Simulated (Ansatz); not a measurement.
Consider ZnCu in the CsCl type structure (space group Pm-3m, No. 221; a = 2.964 Å).

(Cell as relaxed with PBE.)

Levels (all Ansatz, a quantum-chemistry and plane-wave program, PAW): PBE (420 eV, scalar-relativistic without spin-orbit coupling); r2SCAN (500 eV, without spin-orbit coupling).

Each level relaxes its own structure.

```tsv
quantity	PBE	r2SCAN
volume per atom	13.02 Å³	___
lattice parameter a	296.4 pm	___
band gap	zero	___
```

Q: Predict the r2SCAN column.

A: 
- volume per atom, r2SCAN: 12.43 Å³
- lattice parameter a, r2SCAN: 291.9 pm
- band gap, r2SCAN: zero

PBE's volume per atom lies 0.584 Å³ above r2SCAN's (4.7 %); PBE's lattice parameter a lies 4.5 pm above r2SCAN's (1.5 %); the two agree on the band gap. Neither level is exact; r2SCAN is the comparison here, not a measurement.

Whether these cells are dynamically stable was not tested. The final runs are not spin-polarised.
